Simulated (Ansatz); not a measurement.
## Habitual settings against a tight run: Na (Im-3m, 1 atom in the cell)

Self-consistent single point.

```xyz
1
Lattice="-2.0630 2.0630 2.0630 2.0630 -2.0630 2.0630 2.0630 2.0630 -2.0630" Properties=species:S:1:pos:R:3 pbc="T T T"
Na     0.0000     0.0000     0.0000
```

Level of theory: LDA (PW92), default PAW files made with PBE (plane waves; Ansatz, an electronic-structure program).

Base settings: basis.ecutwfc = 420 eV; kpoints.mp_grid.grid = 9 9 9; kpoints.mp_grid.shift = 0.5 0.5 0.5; hamiltonian.xc = lda; hamiltonian.pseudopotentials = {kind: paw} (the program's default PAW files); scf.occupations.method = cold; scf.occupations.width = 0.05 eV.

Tight run (finer mesh or higher cutoff; not a proven limit): basis.ecutwfc: 420 eV → 590 eV; kpoints.mp_grid.grid: 9 9 9 → 13 13 13; scf.convergence.dr2_threshold: default (1e-07 eV) → 1e-09 eV. It gave Fermi level (on the code's own zero) 1.81 eV; pressure -0.44 GPa.

Quick runs, as changes from the base:
- A: the base itself
- B: basis.ecutwfc: 420 eV → 295 eV; kpoints.mp_grid.grid: 9 9 9 → 8 8 8; hamiltonian.xc: lda → pbesol; scf.occupations.method: cold → methfessel_paxton; scf.occupations.width: 0.05 eV → 0.2 eV [PBEsol]
- C: basis.ecutwfc: 420 eV → 295 eV; kpoints.mp_grid.grid: 9 9 9 → 4 4 4; hamiltonian.xc: lda → pbesol [PBEsol]
- D: basis.ecutwfc: 420 eV → 250 eV; kpoints.mp_grid.grid: 9 9 9 → 3 3 3; hamiltonian.xc: lda → pbesol; scf.occupations.method: cold → fermi_dirac; scf.occupations.width: 0.05 eV → 0.136 eV; scf.convergence.dr2_threshold: default (1e-07 eV) → 0.001 eV [PBEsol]…
- E: basis.ecutwfc: 420 eV → 210 eV; kpoints.mp_grid.grid: 9 9 9 → 8 8 8; scf.occupations.width: 0.05 eV → 0.272 eV; scf.convergence.dr2_threshold: default (1e-07 eV) → 0.001 eV
- F: basis.ecutwfc: 420 eV → 210 eV; kpoints.mp_grid.grid: 9 9 9 → 4 4 4

Energies are extrapolated to zero smearing width, which holds to low order in the width alone.

Dashes: energy of B, C, D, another energy zero.

† marks runs with another functional, U, potentials or spin treatment: their distance from the tight run is not a convergence error alone.

The count of work is k-points × plane waves × bands × iterations; it is no time. 

Pressures in the table are Ansatz's without its Pulay estimate, at a fixed set of plane waves; the tight run's value above holds the estimate.

The starting cell comes from a database of computed structures (which also holds hypothetical and non-ambient phases and stackings), without a prior relaxation at this level. Its lattice was rescaled by a random factor within 2.5 % of one.

```tsv
run	energy less tight (meV/atom)	pressure less tight (GPa)	count of work / tight
A	-0.5	0.00	0.14
B†	–	-1.80	0.058
C†	–	-1.63	0.013
D†	–	-12.36	0.011
E	2008.8	-48.30	0.034
F	2069.1	-48.66	0.012
```

Among the runs at the tight run's level, the energy misses run from 0.5 to 2069.1 meV/atom.

Keys are those of Ansatz 0.2.
